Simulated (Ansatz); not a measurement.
System: cubic perovskite SrVO3. Method: PBE (Ansatz, a quantum-chemistry and plane-wave program, PAW).

Settings: plane-wave cutoff 520 eV, 14×14×14 k mesh, Fermi–Dirac smearing 0.05 eV, no spin polarisation, scalar-relativistic PAW data made under PBE.

The volume scan:

| V (Å³/atom) | E − E_lowest (meV/atom) | P (GPa) |
|---|---|---|
| 10.794 | 26.15 | 12.86 |
| 11.024 | 11.19 | 8.10 |
| 11.254 | 2.70 | 3.83 |
| 11.483 | 0.00 | 0.00 |
| 11.713 | 2.50 | -3.43 |
| 11.943 | 9.67 | -6.51 |
| 12.172 | 21.02 | -9.27 |

Question: Estimate the bulk modulus from the pressures at 11.254 and 11.713 Å³/atom, and compare it with a fit to all energies.

Answer: B = −V dP/dV. Between V = 11.254 and 11.713 Å³/atom, dP/dV = (-3.43 − (3.83))/(11.713 − 11.254) = -15.8 GPa per Å³/atom; at the midpoint 11.483 Å³/atom this gives B ≈ 182 GPa. The third-order Birch–Murnaghan fit gives V0 = 11.484 Å³/atom, B0 = 181 GPa, B′ = 4.4, which lies within 1 % of that estimate.

Measured, for comparison: equilibrium volume per atom 11.34 Å³/atom (temperature not stated, no zero-point or thermal correction; as tabulated in Marks et al. (2021), arXiv:2103.05797). Computed (rounded) less measured: equilibrium volume per atom +1.2 %.
